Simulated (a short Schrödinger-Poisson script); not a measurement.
Solved with a short Schrödinger-Poisson script written for these runs: one-band effective-mass equation with BenDaniel-Duke matching, electrons, heavy and light holes apart, hard walls at the outer ends, one valence edge for both holes (no strain splitting), no charge, excitons, band mixing or non-parabolicity; under a field the levels are quasi-bound states of a box, listed while three quarters of their weight lies within 4 nm of the wells.

System: single GaAs/Al0.1Ga0.9As quantum well.

From the first side: 20 nm Al0.1Ga0.9As; 9.8 nm GaAs; 20 nm Al0.1Ga0.9As.

Constants are typed, rounded textbook-type inputs, not results; the design itself was drawn at random and stands for no fabricated device. GaAs: direct gap (eV) 1.424, conduction-band edge (eV) 0, electron mass (mₑ) 0.067, heavy-hole mass 0.377, light-hole mass 0.09. Al0.1Ga0.9As: direct gap (eV) 1.549, conduction-band edge (eV) 0.079, electron mass (mₑ) 0.0753, heavy-hole mass 0.387, light-hole mass 0.099.

The valence-band edge of each layer lies one gap below its conduction-band edge. The electron's potential energy rises along the stack by the applied field. Mesh 0.03 nm at interfaces.

**Question.** Give the squared e1-hh1 overlap at zero applied field; the e1 above the well's band edge (meV); the shift of e1-hh1 at 9.8 kV/cm (meV).

**Answer.** squared e1-hh1 overlap at zero applied field: 0.96; e1 above the well's band edge (meV): 22.7; shift of e1-hh1 at 9.8 kV/cm (meV): -0.5. Excitons are left out, and strain enters only through the typed gaps and offsets, so measured lines lie elsewhere.
